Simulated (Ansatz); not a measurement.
CsCl-type NiAl, treated with PBE (Ansatz, a quantum-chemistry and plane-wave program, PAW).

Settings: plane-wave cutoff 520 eV, 20×20×20 k mesh, Fermi–Dirac smearing 0.05 eV, no spin polarisation, scalar-relativistic PAW data made under PBE.

Cell (relaxed at this level):

```yaml
crystal:
  lattice:
    - [2.89310, 0.00000, 0.00000]
    - [0.00000, 2.89310, 0.00000]
    - [0.00000, 0.00000, 2.89310]
  atoms:
    - { symbol: Al, position: [0.50000, 0.50000, 0.50000] }
    - { symbol: Ni, position: [0.00000, 0.00000, 0.00000] }
```

What does this level give for the bulk modulus and pressure derivative B′ of the bulk modulus?


bulk modulus: 159 GPa
pressure derivative B′ of the bulk modulus: 4.4

The run finds no gap.

Measured, for comparison: bulk modulus 156 GPa (room temperature, not corrected to a static lattice; as tabulated in Yamada et al. (2019), arXiv:1910.09660). Computed (rounded) less measured: bulk modulus +2 %. A static lattice is as a rule a little smaller and stiffer than an uncorrected measurement, which narrows the difference in the bulk modulus and would widen misses of the other sign.
